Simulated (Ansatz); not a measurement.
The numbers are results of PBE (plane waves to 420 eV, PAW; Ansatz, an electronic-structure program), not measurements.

Planar average of the electrostatic potential across the slab, in eV from the Fermi level, for Cl on the 1x1 (100) surface of fcc Cu, one in a 2x2 cell, started at the site 'hollow Cu-Cu-Cu-Cu over Cu at depth 1.8 Å':

```tsv
z (Å)	V (eV)
5.17	4.52
5.44	4.52
5.72	4.52
5.99	4.52
6.26	4.51
6.53	4.50
6.81	4.49
7.08	4.46
7.35	4.40
7.62	4.27
7.89	4.03
8.17	3.54
8.44	2.56
8.71	0.34
8.98	-5.23
9.26	-11.42
9.53	-14.17
9.80	-12.91
10.07	-8.07
10.34	-2.92
10.62	-3.68
10.89	-9.38
11.16	-13.71
11.43	-14.25
11.71	-10.87
11.98	-4.90
12.25	-1.64
12.52	-4.86
12.79	-10.78
13.07	-14.14
13.34	-13.60
13.61	-9.26
13.88	-3.54
14.16	-2.48
14.43	-7.51
14.70	-12.71
14.97	-14.41
15.24	-12.15
15.52	-6.35
15.79	-1.00
16.06	0.11
16.33	-0.25
16.61	-0.31
16.88	0.45
17.15	1.99
17.42	3.64
17.69	4.41
17.97	4.71
18.24	4.82
18.51	4.87
18.78	4.89
19.06	4.90
19.33	4.90
19.60	4.91
19.87	4.91
20.14	4.91
20.42	4.91
20.69	4.91
20.96	4.91
```

Slab: 17 atoms, 5.3 Å thick at the start under the adsorbate (thin: gaps and levels are the slab's own); k 6x6x1, smearing 0.1 eV, dipole-corrected; 8 atoms held, the rest relaxed; start symmetry kept, larger cells not searched; no spin, no spin-orbit, no U, no dispersion correction. At the end it is bonded to 4 Cu. In PBE it is, or lies within 0.03 eV of, the lowest of the starts that converged.

The surface cell has an area of 26.35 Å². What dipole along the normal does the step between the two vacuum levels imply?

the top vacuum level lies 0.39 eV above the bottom one; p = −ε₀ A ΔV (ε₀ = 0.005526 e/(V·Å)) gives -0.06 e·Å a cell.
